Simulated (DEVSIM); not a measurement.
System: Ge n-p junction from an implanted or diffused profile, at 300 K.

```
layer (left to right)  material  thickness (μm)  Na (cm⁻³)   τn (s)   τp (s)
---------------------  --------  --------------  ---------  -------  -------
1                            Ge             100     1.7e16  0.00073  0.00073
```

Added donor profile: 1.4e18 cm⁻³ × exp(−(x − 0.04 μm)²/(2·(0.046 μm)²)). Left contact: ohmic. Right contact: ohmic. Voltage is applied to the left contact. Recombination: SRH at mid-gap. Mobility is μmin + (μ − μmin)/(1 + (N/Nref)^α).

Constants are typed, rounded textbook-type inputs, not results; the design itself was drawn at random and stands for no fabricated device. Values at 300 K.

| parameter | Ge |
|---|---|
| gap (eV) | 0.664 |
| affinity (eV) | 4 |
| permittivity | 16 |
| Nc (cm⁻³) | 1.04e19 |
| Nv (cm⁻³) | 6e18 |
| μn (cm²/Vs) | 3900 |
| μp (cm²/Vs) | 1900 |
| μn,min | 150 |
| μp,min | 100 |
| Nref,n | 2.6e17 |
| Nref,p | 4e17 |
| αn | 0.56 |
| αp | 0.6 |

Model (solved in DEVSIM): 1D drift-diffusion, Boltzmann statistics, complete ionisation; no tunnelling, impact ionisation, image-force lowering or self-heating.

Question: Tabulate band edges, carrier densities and field at zero bias.

Answer: Energies count from the Fermi level of the right contact; mesh points crowd at the junctions.

| x (μm) | Ec (eV) | Ev (eV) | n (cm⁻³) | p (cm⁻³) | field (V/cm) |
|---|---|---|---|---|---|
| 0.000 | 0.062 | -0.602 | 9.4e17 | 4.6e8 | -4400 |
| 0.02391 | 0.054 | -0.610 | 1.3e18 | 3.4e8 | -2000 |
| 0.05371 | 0.054 | -0.610 | 1.3e18 | 3.3e8 | 1700 |
| 0.08768 | 0.067 | -0.597 | 7.9e17 | 5.5e8 | 6100 |
| 0.1403 | 0.128 | -0.536 | 7.3e16 | 6.0e9 | 21000 |
| 0.1817 | 0.240 | -0.424 | 9.6e14 | 4.6e11 | 29000 |
| 0.2222 | 0.347 | -0.317 | 1.5e13 | 2.9e13 | 23000 |
| 0.2878 | 0.458 | -0.206 | 2.1e11 | 2.1e15 | 11000 |
| 0.4118 | 0.510 | -0.154 | 2.8e10 | 1.5e16 | 690 |
| 0.7390 | 0.512 | -0.152 | 2.6e10 | 1.7e16 | ≈ 0 |
| 1.524 | 0.512 | -0.152 | 2.6e10 | 1.7e16 | ≈ 0 |
| 4.720 | 0.512 | -0.152 | 2.6e10 | 1.7e16 | ≈ 0 |
| 11.80 | 0.512 | -0.152 | 2.6e10 | 1.7e16 | ≈ 0 |
| 28.78 | 0.512 | -0.152 | 2.6e10 | 1.7e16 | ≈ 0 |
| 73.98 | 0.512 | -0.152 | 2.6e10 | 1.7e16 | ≈ 0 |
| 89.41 | 0.512 | -0.152 | 2.6e10 | 1.7e16 | ≈ 0 |
| 95.87 | 0.512 | -0.152 | 2.6e10 | 1.7e16 | ≈ 0 |
| 98.33 | 0.512 | -0.152 | 2.6e10 | 1.7e16 | ≈ 0 |
| 99.53 | 0.512 | -0.152 | 2.6e10 | 1.7e16 | ≈ 0 |
| 99.83 | 0.512 | -0.152 | 2.6e10 | 1.7e16 | ≈ 0 |
| 99.94 | 0.512 | -0.152 | 2.6e10 | 1.7e16 | ≈ 0 |
| 100.0 | 0.512 | -0.152 | 2.6e10 | 1.7e16 | ≈ 0 |
